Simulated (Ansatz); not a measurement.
**Fermi-surface data of TaRh$_{3}$ (Pm-3m)**

Here is the system:

```xyz
4
Lattice="3.8459 0.0000 0.0000 0.0000 3.8459 0.0000 0.0000 0.0000 3.8459" Properties=species:S:1:pos:R:3 pbc="T T T"
Ta     0.0000     0.0000     0.0000
Rh     0.0000     1.9230     1.9230
Rh     1.9230     0.0000     1.9230
Rh     1.9230     1.9230     0.0000
```

Method: r2SCAN, rigid bands (plane waves, PAW, scalar-relativistic; Ansatz, a first-principles code). Condition of this run: functional r2SCAN on the same cell. Geometry: cell and atoms relaxed with PBEsol.

```
Quantity                                                         Result
------------------------------------  ---------------------------------
density of states at the Fermi level  1.82 states/(eV·cell), both spins
bare Sommerfeld coefficient                   1.07 mJ/(mol of atoms·K²)
Drude plasma energy                                              5.7 eV
root-mean-square Fermi velocity                               6.2e5 m/s
resistivity times τ                                   15.0 ×10⁻²² Ω·m·s
```

A metal at this level (no band gap); rigid bands, thermally averaged at 300 K, both spins. Spin-orbit coupling is left out, which matters with elements this heavy. τ is one relaxation time for all states.

Formula and space group known from diffraction (Crystallography Open Database), not checked to be the room-temperature form: TaRh3 (Pm-3m).
